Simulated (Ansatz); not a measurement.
Start from CdS in the wurtzite structure (space group P6_3mc, No. 186; a = 4.124 Å, c = 6.708 Å). Axes: x lies along a and z along c of the hexagonal cell.

The values are results of plane-wave PAW DFT at the PBEsol level (Ansatz, a first-principles code, 420 eV), no spin-orbit coupling, not measurements.

Strains are applied to the cell and any free atomic positions relax; under biaxial strain the out-of-plane vector relaxes too.

One change was made to it. Results:

```csv
quantity,base,after
"valence-band top at Γ (three highest levels, from the VBM)","0.00, 0.00, -0.05 eV","0.00, 0.00, -0.18 eV"
"pressure (mean of the normal stresses, compression positive)",0.00 GPa,1.16 GPa
band gap,1.09 eV,1.05 eV
gap character,direct at Γ,direct at Γ
```

Which change produced these results?
A. biaxial strain −1.80 %, plane normal [001], relaxed out of plane
B. biaxial strain −2.40 %, plane normal [001], relaxed out of plane
C. biaxial strain −3.00 %, plane normal [001], relaxed out of plane
D. biaxial strain −0.60 %, plane normal [001], relaxed out of plane

A, biaxial strain −1.80 %, plane normal [001], relaxed out of plane. For comparison, the valence-band top at Γ in the other runs: biaxial strain −3.00 %, plane normal [001], relaxed out of plane gives 0.00, 0.00, -0.29 eV; biaxial strain −0.60 %, plane normal [001], relaxed out of plane gives 0.00, 0.00, -0.09 eV; biaxial strain −2.40 %, plane normal [001], relaxed out of plane gives 0.00, 0.00, -0.23 eV.

Stability against distortions was not tested.
